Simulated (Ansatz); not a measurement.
Input and output of a relaxation of the atoms for K₂Pt (I4mm, 3 atoms in the cell) (Ansatz, an electronic-structure program).

Computed with LDA (PW92), default PAW files made with PBE (plane waves; Ansatz).

The change in words: one atom moved by 0.15 angstrom; relax: default → atoms; relax.f_tol: default → 0.2 eV/Å. Reference geometry:
```xyz
3
Lattice="0.0000 3.7701 3.7701 3.7701 0.0000 3.7701 3.7701 3.7701 0.0000" Properties=species:S:1:pos:R:3 pbc="T T T"
K      5.6552     5.6552     5.6552
K      1.8851     1.8851     1.8851
Pt     0.0000     0.0000     0.0000
```

Reference input (self-consistent single point, DFT, LDA (PW92), plane waves, default PAW files made with PBE): basis.ecutwfc = 420 eV; kpoints.mp_grid.grid = 6 6 6; hamiltonian.xc = lda; hamiltonian.pseudopotentials = {kind: paw} (the program's default PAW files); scf.occupations.method = fermi_dirac; scf.occupations.width = 0.05 eV. This run's input differs from it in these lines:

Ansatz 0.2 input:
```diff
@@ -9,3 +9,3 @@
     - { symbol: K, position_ang: [1.885061, 1.885061, 1.885061] }
-    - { symbol: Pt, position_ang: [0.000000, 0.000000, 0.000000] }
+    - { symbol: Pt, position_ang: [0.000000, 0.000000, 0.149998] }
 basis:
@@ -19,2 +19,4 @@
   occupations: { method: fermi_dirac, width: 0.05 }
+relax:
+  f_tol: 0.2
 output:
```

The program printed (abridged):

```
   [... SCF lines of the steps left out ...]
relax step   1: F+E_penalty+E_count = -15237.09363459 eV  Δ(F+E_penalty+E_count) = +0.000e0 eV  max|allowed force component| = 2.140e-1 eV/Å  Δτ_max = 0.0000 Å  (6 SCF iters, dr2 threshold 1.00e-4 eV, accepted)
relax step   2: F+E_penalty+E_count = -15237.10361627 eV  Δ(F+E_penalty+E_count) = -9.982e-3 eV  max|allowed force component| = 1.324e-1 eV/Å  Δτ_max = 0.0384 Å  (7 SCF iters, accepted)
the relaxation is at rest under the 8 symmetry operations that the run kept from its start: a minimum is not shown …
Free energy (F): -15237.103616 eV
Internal energy: -15237.103616 eV  (E = F + TS)
E sigma→0 (E₀):  -15237.103616 eV
Entropy (-TS):   -0.000001 eV (-0.000 meV/atom)
Fermi energy:    5.086560 eV
--- Forces (eV/Å), atoms counted from 1 ---
  atom   1  K     -0.00000000    -0.00000000     0.06620295
  atom   2  K      0.00000000     0.00000000     0.06620295
  atom   3  Pt    -0.00000000     0.00000000    -0.13243912
--- Stress (GPa, compression-positive) ---
       -1.724424       0.000000      -0.000000
        0.000000      -1.724424       0.000000
   [... lines left out ...]
  F+E_penalty+E_count = -15237.10361627 eV   max|allowed force component| = 1.324e-1 eV/Å
  atoms:
    - { symbol: K, position: [0.7525445915510504, 0.7525445915510504, 0.7474554084489499] }
    - { symbol: K, position: [0.25254459155105047, 0.25254459155105047, 0.24745540844894964] }
    - { symbol: Pt, position: [0.014803944996440168, 0.014803944996440168, -0.014803944996440043] }
```

The run converged.  The full log also holds: “iter 5 did not close the SCF: its close was put off for the readings that it lacked (scf_convergence_deferred on its scf_iter line)”.

Summary of the result:
Free energy E − TS (on the zero of these files): -15237.1036 eV
Gap on the k-point mesh: 1.33 eV
Pressure: -1.73 GPa
Largest force (vector length): 0.132 eV/Å
Relaxation steps: 2

The starting cell comes from a database of computed structures (which also holds hypothetical and non-ambient phases and stackings), without a prior relaxation at this level. Its lattice was rescaled by up to half a per cent. For this run, on top of that: one atom moved by 0.15 angstrom. Spin-orbit coupling is off. The relaxation keeps the symmetry of its start, so its end need not be a minimum. Ansatz's pressure includes its estimate of the finite-basis (Pulay) stress.
